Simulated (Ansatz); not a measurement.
The reference is HgTe in the zinc blende structure (space group F-43m, No. 216; a = 6.573 Å).

Perturbation: every Hg is replaced by Cd; the structure is relaxed again.

Levels (all Ansatz, a quantum-chemistry and plane-wave program, PAW): r2SCAN (500 eV, spin-orbit coupling left out); HSE06+SOC (420 eV, noncollinear with spin-orbit coupling).

The geometry is relaxed with r2SCAN.

| Item | Result |
|---|---|
| r2SCAN lowest conduction level above the VBM at special points | Γ 1.17 eV; L 2.20 eV; X 2.97 eV |
| r2SCAN valence-band top at Γ | 0.00, 0.00, 0.00 eV |

Q: How does going to HSE06+SOC change the lowest conduction level above the VBM at special points and valence-band top at Γ?

A: The lowest conduction level above the VBM at special points becomes Γ 1.21 eV; L 2.30 eV; X 3.05 eV (r2SCAN: Γ 1.17 eV; L 2.20 eV; X 2.97 eV); the valence-band top at Γ (three highest Kramers pairs, from the VBM) changes from 0.00, 0.00, 0.00 eV to 0.00, 0.00, -0.94 eV. The threefold valence maximum splits by Δso ≈ 0.94 eV.

Single points use the geometry relaxed with r2SCAN. The spin-orbit shifts are approximate. Spin-orbit coupling, missing from the scalar runs, can matter with Te. The levels and masses belong to the bands next to the band gap. Whether these cells are dynamically stable was not tested. The runs without spin-orbit coupling are not spin-polarised.
